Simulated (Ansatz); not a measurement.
Base system: Ag2O (space group Pn-3m, No. 224).

Space group Pn-3m, origin choice 1 (No. 224); a = b = c = 4.7067 Å, α = β = γ = 90.00°

```tsv
atom	site	symmetry	x	y	z
Ag	4b	.-3m	0.2500	0.2500	0.2500
O	2a	-43m	0.0000	0.0000	0.0000
```

Method: Kohn–Sham DFT with the PBEsol functional, run in Ansatz (an electronic-structure program) with PAW and 420 eV plane waves, without spin-orbit coupling.

Base values:

```
Quantity    Value
--------  -------
Pressure  0.0 GPa
Band gap     zero
```

Modification: every lattice vector is stretched by 1.80 %; the atoms relax in the strained cell.

Estimate the effect on the energy relative to the base.

The energy rises by 13 meV/atom.

What happens to the pressure?

The pressure goes from zero to -4.1 GPa.

What does the calculation give for the band gap after the change?

The band gap stays zero.

The mesh was chosen for an insulator and is coarse for the gapless case. Stability against distortions was not tested. No Hubbard U is applied, and correlation can decide whether such a compound is a metal. The final runs are not spin-polarised. The zero or small gap of Ag2O can change with the level of theory.
